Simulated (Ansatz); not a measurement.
**Habitual settings against a tight run: PtPb₄ (P4/nbm, 10 atoms in the cell)**

Self-consistent single point.

```
CELL_PARAMETERS angstrom
      6.58192     0.00000     0.00000
      0.00000     6.58192     0.00000
      0.00000     0.00000     5.94917
ATOMIC_POSITIONS crystal
  Pt 0.50000 0.50000 0.00000
  Pt 0.00000 0.00000 0.00000
  Pb 0.67385 0.82615 0.25178
  Pb 0.17385 0.67385 0.25178
  Pb 0.32615 0.17385 0.25178
  Pb 0.82615 0.32615 0.25178
  Pb 0.67385 0.17385 0.74822
  Pb 0.17385 0.32615 0.74822
  Pb 0.32615 0.82615 0.74822
  Pb 0.82615 0.67385 0.74822
```

Method of the run: r2SCAN, PAW files made with PBE (plane waves; Ansatz, an electronic-structure program).

Base settings: basis.ecutwfc = 500 eV; kpoints.mp_grid.grid = 3 3 3; hamiltonian.xc = r2scan; hamiltonian.pseudopotentials = {kind: paw} (the program's default PAW files); scf.occupations.method = methfessel_paxton; scf.occupations.width = 0.2 eV.

Tight run (finer mesh or higher cutoff; not a proven limit): basis.ecutwfc: 500 eV → 700 eV; kpoints.mp_grid.grid: 3 3 3 → 5 5 5; scf.convergence.dr2_threshold: default (1e-07 eV) → 1e-09 eV. It gave Fermi level (on the code's own zero) 13.24 eV; pressure 5.24 GPa; largest force (vector length) 0.302 eV/Å.

Quick runs, as changes from the base:
- A: the base itself
- B: basis.ecutwfc: 500 eV → 250 eV; kpoints.mp_grid.grid: 3 3 3 → 4 4 4; scf.occupations.width: 0.2 eV → 0.136 eV; kpoints.mp_grid.shift: default → 0.5 0.5 0.5
- C: basis.ecutwfc: 500 eV → 400 eV; kpoints.mp_grid.grid: 3 3 3 → 2 2 2; scf.occupations.method: methfessel_paxton → cold; scf.occupations.width: 0.2 eV → 0.5 eV; kpoints.mp_grid.shift: default → 0.5 0.5 0.5

Energies are extrapolated to zero smearing width, which holds to low order in the width alone.

The count of work is k-points × plane waves × bands × iterations; it is no time. 

Pressures in the table are Ansatz's without its Pulay estimate, at a fixed set of plane waves; the tight run's value above holds the estimate.

The starting cell comes from a database of computed structures (which also holds hypothetical and non-ambient phases and stackings), without a prior relaxation at this level. Its lattice was rescaled by a random factor within 2.5 % of one. Spin polarisation is off. In the base run, with a pressure of about 6 GPa the cell is away from its equilibrium volume at this level. Without a gap this mesh is coarse (it stands for a supercell whose shortest vector is 18 Å).

| run | energy less tight (meV/atom) | pressure less tight (GPa) | largest miss in a force vector (eV/Å) | count of work / tight |
|---|---|---|---|---|
| A | -11.6 | 0.25 | 0.086 | 0.17 |
| B | 830.0 | -37.80 | 0.180 | 0.060 |
| C | 37.2 | -0.28 | 0.039 | 0.020 |

Among the runs at the tight run's level, the energy misses run from 11.6 to 830.0 meV/atom.

Left out of this page: 3 runs of the series outside the window shown, repeating another row's setting, or not comparable.

Keys are those of Ansatz 0.2.
